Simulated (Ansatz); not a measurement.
Input:

End structure of the (10-12) surface of hcp Be in its 1x1 cell, outermost plane spacing 0.44 Å in the ideal cut (one of several cuts of this face):

```xyz
16
Lattice="2.2616 0.0000 0.0000 0.0000 5.2993 0.0000 0.0000 0.0000 26.0000" Properties=species:S:1:pos:R:3 pbc="T T T"
Be     1.1308     0.0782     8.2666
Be     1.1308     2.2442     8.6087
Be     0.0000     3.9366     9.4330
Be     0.0000     0.8397     9.9125
Be     1.1308     2.5189    10.7817
Be     1.1308     4.6952    11.2239
Be     0.0000     1.0663    12.1355
Be     0.0000     3.2475    12.5491
Be     1.1308     4.9190    13.4509
Be     1.1308     1.8010    13.8645
Be     0.0000     3.4714    14.7761
Be     0.0000     0.3484    15.2183
Be     1.1308     2.0275    16.0875
Be     1.1308     4.2300    16.5670
Be     0.0000     0.6231    17.3913
Be     0.0000     2.7891    17.7334
```

Set-up: 16 atoms, 9.7 Å thick at the start (thin: gaps and levels are the slab's own); mesh 16x7x1; 0.1 eV smearing; dipole correction on; all atoms relaxed; symmetry of the start imposed; no spin, no spin-orbit, no U.

Task: What surface energy (mean of both faces) does PBE in Ansatz (an electronic-structure program) give?

Result: 2.39 J/m²

Task: What work function of the top face does PBE give?

Result: 4.61 eV
